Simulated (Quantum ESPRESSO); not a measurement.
Worked example: self-consistent single point of Li3Pt (Fm-3m, 4 atoms in the cell) in Quantum ESPRESSO.

Computed with PBEsol, spin-orbit coupling, PseudoDojo fully relativistic norm-conserving (PBESOL) pseudopotentials (plane waves; Quantum ESPRESSO 7.5).

```xyz
4
Lattice="0.0000 2.9485 2.9485 2.9485 0.0000 2.9485 2.9485 2.9485 0.0000" Properties=species:S:1:pos:R:3 pbc="T T T"
Li     1.4742     1.4742     1.4742
Li     4.4227     4.4227     4.4227
Li     2.9485     2.9485     2.9485
Pt     0.0000     0.0000     0.0000
```

Reference input (self-consistent single point, DFT, PBEsol, plane waves, SSSP 1.1.2 efficiency (PBE) pseudopotentials): ecutwfc = 40 Ry; ecutrho = 320 Ry; occupations = smearing; smearing = methfessel-paxton; degauss = 0.0147 Ry; input_dft = pbesol; potentials = {Li: li_pbe_v1.4.uspp.F.UPF, Pt: pt_pbe_v1.4.uspp.F.UPF}; K_POINTS = automatic 7 7 7 1 1 1; conv_thr = 1e-09 Ry; mixing_beta = 0.4. This run's input differs from it in these lines:

```diff
@@ -12,4 +12,3 @@
    ntyp = 2,
-   ecutwfc = 40,
-   ecutrho = 320,
+   ecutwfc = 85,
    occupations = 'smearing',
@@ -17,3 +16,4 @@
    degauss = 0.0147,
-   input_dft = 'pbesol',
+   noncolin = .true.,
+   lspinorb = .true.,
 /
@@ -24,4 +24,4 @@
 ATOMIC_SPECIES
-Li     6.9400  li_pbe_v1.4.uspp.F.UPF
-Pt   195.0840  pt_pbe_v1.4.uspp.F.UPF
+Li     6.9400  Li.upf
+Pt   195.0840  Pt.upf
 CELL_PARAMETERS angstrom
```

Log, with long lists cut:

```
     Self-consistent Calculation

     iteration #  1     ecut=    85.00 Ry     beta= 0.40

     Threshold (ethr) on eigenvalues was too large:
     Diagonalizing with lowered threshold

     total energy              =    -304.48153291 Ry
     estimated scf accuracy    <       0.26090001 Ry

     iteration #  2     ecut=    85.00 Ry     beta= 0.40

     total energy              =    -304.56046157 Ry
     estimated scf accuracy    <       0.13689385 Ry

     iteration #  3     ecut=    85.00 Ry     beta= 0.40

     total energy              =    -304.57711240 Ry
     estimated scf accuracy    <       0.00292097 Ry

   [... 4 blocks of this kind left out ...]

     iteration #  8     ecut=    85.00 Ry     beta= 0.40

     total energy              =    -304.57808011 Ry
     estimated scf accuracy    <          2.5E-09 Ry

     iteration #  9     ecut=    85.00 Ry     beta= 0.40
     End of self-consistent calculation

     the Fermi energy is     8.3746 ev

!    total energy              =    -304.57808011 Ry
     estimated scf accuracy    <          7.0E-10 Ry
     smearing contrib. (-TS)   =      -0.00030702 Ry
     internal energy E=F+TS    =    -304.57777309 Ry

     convergence has been achieved in   9 iterations

     Forces acting on atoms (cartesian axes, Ry/au):

     atom    1 type  1   force =    -0.00000000   -0.00000000    0.00000000
   [... zero for the other atoms too ...]

     Total force =     0.000000     Total SCF correction =     0.000000

          total   stress  (Ry/bohr**3)                   (kbar)     P=       27.95
   0.00019001  -0.00000000  -0.00000000           27.95       -0.00       -0.00
  -0.00000000   0.00019001  -0.00000000           -0.00       27.95       -0.00
  -0.00000000  -0.00000000   0.00019001           -0.00       -0.00       27.95

   JOB DONE.
```

The run converged in 9 iterations. Against the reference run the pressure moves little (2.75 to 2.80 GPa).

The starting cell comes from a database of computed structures (which also holds hypothetical and non-ambient phases and stackings), without a prior relaxation at this level. Its lattice was rescaled by a random factor within 2.5 % of one.

Cost on one core of a shared machine: roughly 4 min.
